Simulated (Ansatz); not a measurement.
## How far PBE and PBEsol part for hypothetical diamond Ga, pressure −2 GPa

Base system: Ga in the diamond structure (space group Fd-3m, No. 227; a = 5.884 Å; a hypothetical phase, not in the database extracts checked).

(Cell as relaxed with PBE.)

Levels (all Ansatz, an electronic-structure program, PAW): PBE (420 eV, no SOC); PBEsol (420 eV, no spin-orbit coupling).

Each level relaxes its own structure.

```json
[
 {"base": "volume per atom", "PBE": "25.47 Å³", "PBEsol": "23.86 Å³"},
 {"base": "lattice parameter a", "PBE": "5.884 Å", "PBEsol": "5.758 Å"},
 {"base": "band gap", "PBE": "zero", "PBEsol": "zero"}
]
```

The change: hydrostatic tension (pressure −2 GPa).

| quantity | PBE | PBEsol |
|---|---|---|
| shortest interatomic distance | 2.604 Å | [?] |
| band gap | zero | [?] |

Task: What does PBEsol give?

Result: 
- shortest interatomic distance, PBEsol: 2.538 Å
- band gap, PBEsol: zero

PBE's shortest interatomic distance lies 0.0653 Å above PBEsol's (2.6 %); the two agree on the band gap. Neither level is exact; PBEsol is the comparison here, not a measurement.

Load acts through the strain it causes; cell and atoms are relaxed under it. Whether these cells are dynamically stable was not tested.
